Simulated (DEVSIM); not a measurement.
System: Cr/La2O3/p-InP capacitor, at 300 K.

```
layer (left to right)  material  thickness (nm)  Na (cm⁻³)
---------------------  --------  --------------  ---------
1                         La2O3            15.0          -
2                           InP             660     8.8e17
```

Metal gate on the left, work function 4.5 eV. Fixed charge at the semiconductor interface 0 cm⁻² (in units of +e); no interface traps.

Constants are typed, rounded textbook-type inputs, not results; the design itself was drawn at random and stands for no fabricated device. Values at 300 K; Nc and Nv go as T^1.5, mobilities as T to minus their exponent, the gap by Varshni's rule with the affinity fixed.

```tsv
parameter	La2O3	InP
gap (eV)	5.8	1.344
affinity (eV)	1.8	4.38
permittivity	27	12.5
Nc (cm⁻³)	-	5.7e17
Nv (cm⁻³)	-	1.1e19
Varshni α (eV/K)	-	0.000363
Varshni β (K)	-	162
```

Model (solved in DEVSIM): 1D Poisson equation in equilibrium, Boltzmann statistics, complete ionisation; no quantum confinement or tunnelling. Metal contacts follow the ideal Schottky-Mott rule: no Fermi-level pinning, no interface dipoles.

The temperature was swept, all else fixed.

```json
[
 {"temperature (K)": "250", "minimum of the low-frequency capacitance (μF/cm²)": "0.222", "flat-band voltage (V)": "-1.19"},
 {"temperature (K)": "300", "minimum of the low-frequency capacitance (μF/cm²)": "0.226", "flat-band voltage (V)": "-1.16"},
 {"temperature (K)": "350", "minimum of the low-frequency capacitance (μF/cm²)": "0.234", "flat-band voltage (V)": "-1.12"},
 {"temperature (K)": "400", "minimum of the low-frequency capacitance (μF/cm²)": "0.239", "flat-band voltage (V)": "-1.09"},
 {"temperature (K)": "450", "minimum of the low-frequency capacitance (μF/cm²)": "0.244", "flat-band voltage (V)": "-1.05"},
 {"temperature (K)": "500", "minimum of the low-frequency capacitance (μF/cm²)": "0.252", "flat-band voltage (V)": "-1.02"}
]
```

From the first row to the last the minimum of the low-frequency capacitance goes from 0.222 to 0.252. From the first row to the last the flat-band voltage goes from -1.19 to -1.02.
